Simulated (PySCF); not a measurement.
PySCF 2.14.0, TPSSH/def2-svpd, df: Sr(NMe2)(SH) (C[N](C)[Sr][SH]), 12 atoms. The geometry is a generated start, not checked to be a minimum at this level.

| Property | Value |
|---|---|
| task | energy |
| method | tpssh |
| basis | def2-svpd |
| two-electron scheme | density fitting |
| mol.max_memory | 3000 MB |
| mf.max_cycle | 100 |
| mf.init_guess | minao (default) |
| mf.conv_tol | 1e-09 (default) |
| mf.grids.level | 3 (default) |
| effective core potentials | those of the basis set, past Kr |
| basis functions | 169 |
| grid points | 151584 |

```xyz
12

Sr     0.6663    -2.0233     0.1108
N     -0.6339    -0.1338    -0.5602
C     -0.2700     0.4854    -1.8059
C     -0.5709     0.8277     0.5021
H     -0.9869     1.2823    -2.0458
H      0.7339     0.9566    -1.7886
H     -0.3040    -0.2551    -2.6076
H      0.4213     1.3221     0.5836
H     -1.3086     1.6211     0.3367
H     -0.8032     0.3418     1.4520
S      1.2791    -1.6249     2.7306
H      1.7769    -2.7999     3.0923
```

With the defaults (mf.DIIS = CDIIS, mf.diis = true, mf.level_shift = 0, mf.diis_space = 8, newton = off, mf.damp = 0, mf.diis_start_cycle = 1, mf.diis_damp = 0) it converges in 15 Fock builds. One run each on 2 threads, 1 BLAS thread, with these changes:
- mf.diis_damp = 0.3
- newton = Hessian by the SCF's own integrals
- mf.diis_space = 3
- mf.diis = false, mf.damp = 0.7, mf.diis_start_cycle = 999
- mf.level_shift = 1 Hartree
- mf.damp = 0.7, mf.diis_start_cycle = 8
- mf.level_shift = 0.1 Hartree
- mf.diis = false
- mf.DIIS = EDIIS

Q: Name the settings that don't reach the solution of the defaults.

A: No convergence: mf.DIIS = EDIIS; mf.diis = false (the run ends without SCF convergence in 100 cycles). The rest reach the solution of the defaults.

```json
[
 {"setting": "mf.diis_damp = 0.3", "Fock builds": "14", "end": "same solution"},
 {"setting": "the defaults", "Fock builds": "15", "end": "same solution"},
 {"setting": "mf.damp = 0.7, mf.diis_start_cycle = 8", "Fock builds": "16", "end": "same solution"},
 {"setting": "mf.level_shift = 0.1 Hartree", "Fock builds": "17", "end": "same solution"},
 {"setting": "mf.diis_space = 3", "Fock builds": "24", "end": "same solution"},
 {"setting": "mf.diis = false, mf.damp = 0.7, mf.diis_start_cycle = 999", "Fock builds": "28", "end": "same solution"},
 {"setting": "newton = Hessian by the SCF's own integrals", "Fock builds": "47", "end": "same solution"},
 {"setting": "mf.level_shift = 1 Hartree", "Fock builds": "95", "end": "same solution"},
 {"setting": "mf.DIIS = EDIIS", "Fock builds": "101", "end": "no convergence"},
 {"setting": "mf.diis = false", "Fock builds": "101", "end": "no convergence"}
]
```

Under newton the count holds the products with the orbital Hessian.
